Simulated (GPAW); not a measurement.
# Worked example: self-consistent single point of BaMg6Zn (Amm2, 8 atoms in the cell) in GPAW

Method: PBEsol, GPAW PAW datasets PBEsol (made by gpaw-setup) (plane waves; GPAW).

The input file:

```python
from ase import Atoms
from ase.units import GPa
from gpaw import GPAW, PW

atoms = Atoms(['Ba', 'Mg', 'Mg', 'Mg', 'Mg', 'Mg', 'Mg', 'Zn'],
              cell=[[5.073200, 0.000000, 0.000000],
                    [0.000000, 3.510025, 6.053905],
                    [0.000000, -3.510025, 6.053905]],
              scaled_positions=[[0.500000, 0.673070, 0.673070],
                                [0.000000, 0.285610, 0.848630],
                                [0.000000, 0.848630, 0.285610],
                                [0.000000, 0.333010, 0.333010],
                                [0.500000, 0.158040, 0.682560],
                                [0.500000, 0.682560, 0.158040],
                                [0.500000, 0.161750, 0.161750],
                                [0.000000, 0.857330, 0.857330]],
              pbc=True)

calc = GPAW(mode=PW(850),
            xc='PBEsol',
            kpts={'size': (4, 3, 3), 'gamma': True},
            occupations={'name': 'methfessel-paxton', 'width': 0.136, 'order': 0},
            nbands=-14,
            symmetry={'symmorphic': False, 'tolerance': 0.0005},
            maxiter=150)

atoms.calc = calc

energy = atoms.get_potential_energy()
print('Energy (eV):', round(energy, 6))
forces = atoms.get_forces()
print('Forces (eV/Ang):')
print(forces.round(5))
stress = atoms.get_stress()
print('Stress (GPa, Voigt):', (stress / GPa).round(4))
```

The program printed (abridged):

```
Input parameters:
  kpts: {gamma: True,
         size: (4, 3, 3)}
  maxiter: 150
  mode: {ecut: 850.0,
         name: pw}
  nbands: -14
  occupations: {name: methfessel-paxton,
                order: 0,
                width: 0.136}
  symmetry: {symmorphic: False,
             tolerance: 0.0005}
  xc: PBEsol

species:
  Ba:
    name: Barium
    Z: 56.0
    valence: 10
    core: 46
    charge: 0.0
    file: Ba.PBEsol.gz

    # Using partial waves for Ba as LCAO basis

  Mg:
    name: Magnesium
    Z: 12.0
    valence: 10
    core: 2
    charge: 0.0
    file: Mg.PBEsol.gz

    # Using partial waves for Mg as LCAO basis

  Zn:
    name: Zinc
    Z: 30.0
    valence: 12
    core: 18
    charge: 0.0
    file: Zn.PBEsol.gz

    # Using partial waves for Zn as LCAO basis

Reference energy: -302639.585626  # eV

Spin-paired calculation

Convergence criteria:
 Maximum [total energy] change in last 3 cyles: 0.0005 eV / valence electron
 Maximum integral of absolute [dens]ity change: 0.0001 electrons / valence electron
 Maximum integral of absolute [eigenst]ate change: 4e-08 eV^2 / valence electron
 Maximum number of scf [iter]ations: 150

Symmetries present (total): 4
Symmetries with fractional translations: 0
36 k-points: 4 x 3 x 3 Monkhorst-Pack grid + [1/8,0.000000,0.000000]
12 k-points in the irreducible part of the Brillouin zone
       k-points in crystal coordinates                weights
   0:     0.00000000    0.00000000    0.00000000          1/36
   1:     0.00000000    0.33333333   -0.33333333          2/36
   2:     0.00000000    0.33333333    0.00000000          4/36
   [... 7 lines left out ...]
          ...
  11:     0.50000000    0.33333333    0.33333333          2/36

Wave functions: Plane wave expansion
  Cutoff energy: 850.000 eV
  Number of coefficients (min, max): 12107, 12156
  Pulay-stress correction: 0.000000 eV/Ang^3 (de/decut=0.000000)

Occupation numbers: Methfessel-Paxton:
  width: 0.1360  # eV
  order: 0

Eigensolver

Densities:
  Coarse grid: 35*48*48 grid
  Fine grid: 70*96*96 grid
  Total Charge: 0.000000

Density mixing:
  Method: separate
  Backend: pulay
  Linear mixing parameter: 0.05
  old densities: 5
  Damping of long wavelength oscillations: 50

Hamiltonian:
  XC and Coulomb potentials evaluated on a 70*96*96 grid
  External potential:
    NoExternalPotential

XC parameters: PBEsol with 2 nearest neighbor stencil

Number of atoms: 8
Number of atomic orbitals: 62
Number of bands in calculation: 55
Number of valence electrons: 82
Bands to converge: occupied

Density initialized from atomic densities
  55 bands from LCAO basis set

Atomic positions and initial magnetic moments

Positions:
   0 Ba     2.536600    0.000000    8.149404    ( 0.0000,  0.0000,  0.0000)
   1 Mg     0.000000   -1.976214    6.866581    ( 0.0000,  0.0000,  0.0000)
   2 Mg     0.000000    1.976214    6.866581    ( 0.0000,  0.0000,  0.0000)
   3 Mg     0.000000   -0.000000    4.032022    ( 0.0000,  0.0000,  0.0000)
   4 Mg     2.536600   -1.841078    5.088913    ( 0.0000,  0.0000,  0.0000)
   5 Mg     2.536600    1.841078    5.088913    ( 0.0000,  0.0000,  0.0000)
   6 Mg     2.536600   -0.000000    1.958438    ( 0.0000,  0.0000,  0.0000)
   7 Zn     0.000000    0.000000   10.380389    ( 0.0000,  0.0000,  0.0000)

Unit cell:
           periodic     x           y           z      points  spacing
  1. axis:    yes    5.073200    0.000000    0.000000    35     0.1449
  2. axis:    yes    0.000000    3.510025    6.053905    48     0.1265
  3. axis:    yes    0.000000   -3.510025    6.053905    48     0.1265

  Lengths:   5.073200   6.997860   6.997860
  Angles:   60.209903  90.000000  90.000000

Effective grid spacing dv^(1/3) = 0.1388

     iter     time        total  log10-change:
                         energy   eigst   dens
iter:   1 --:--:--   -13.764482
iter:   2 --:--:--   -14.162019   -0.33  -1.50
iter:   3 --:--:--   -14.130316   -1.13  -1.51
iter:   4 --:--:--   -14.128228c  -1.23  -1.55
iter:   5 --:--:--   -14.106953c  -2.22  -1.92
iter:   6 --:--:--   -13.980231   -2.38  -2.00
iter:   7 --:--:--   -13.971111   -3.07  -2.35
iter:   8 --:--:--   -13.966142c  -3.06  -2.50
iter:   9 --:--:--   -13.967489c  -3.88  -2.86
iter:  10 --:--:--   -13.964716c  -3.84  -2.94
iter:  11 --:--:--   -13.964731c  -4.79  -3.44
iter:  12 --:--:--   -13.964685c  -5.63  -3.54
iter:  13 --:--:--   -13.964697c  -5.85  -3.69
iter:  14 --:--:--   -13.964658c  -6.50  -3.72
iter:  15 --:--:--   -13.964632c  -6.26  -3.94
iter:  16 --:--:--   -13.964634c  -6.12  -4.03c
iter:  17 --:--:--   -13.964630c  -6.99  -4.33c
iter:  18 --:--:--   -13.964628c  -6.84  -4.40c
iter:  19 --:--:--   -13.964630c  -7.76c -4.43c

Converged after 19 iterations.

Dipole moment: (-0.000000, 0.000000, 1.709088) |e|*Ang

Energy contributions relative to reference atoms: (reference = -302639.585626)

Kinetic:        -14.973572
Potential:      +24.706967
External:        +0.000000
XC:             -23.345410
Entropy (-ST):   -0.061438
Local:           -0.321895
SIC:             +0.000000
--------------------------
Free energy:    -13.995348
Extrapolated:   -13.964630

Showing only first 2 kpts
 Kpt  Band  Eigenvalues  Occupancy
  0    39      2.92976    2.00000
  0    40      3.27316    2.00000
  0    41      4.04828    0.11691
  0    42      5.06044    0.00000

  1    39      3.43070    2.00000
  1    40      3.99690    0.30131
  1    41      4.49461    0.00000
  1    42      4.63540    0.00000

Fermi level: 3.89750

No gap
No difference between direct/indirect transitions
Energy (eV): -13.96463

Forces in eV/Ang:
  0 Ba    0.00000    0.00000    0.09703
  1 Mg   -0.00000    0.00516   -0.04727
  2 Mg    0.00000   -0.00516   -0.04727
  3 Mg    0.00000    0.00000   -0.03299
  4 Mg    0.00000   -0.03455    0.00234
  5 Mg    0.00000    0.03455    0.00234
  6 Mg    0.00000    0.00000   -0.01490
  7 Zn    0.00000    0.00000    0.03444

Stress tensor:
     0.009461     0.000000     0.000000
     0.000000     0.004564     0.000000
     0.000000     0.000000     0.005532
Stress (GPa, Voigt): [1.5158 0.7312 0.8864 0.     0.     0.    ]
```

The run converged in 19 iterations. GPAW prints stress with tension positive.

The starting cell comes from a database of computed structures (which also holds hypothetical and non-ambient phases and stackings), without a prior relaxation at this level.

Cost on one core of a shared machine: roughly 5 min.
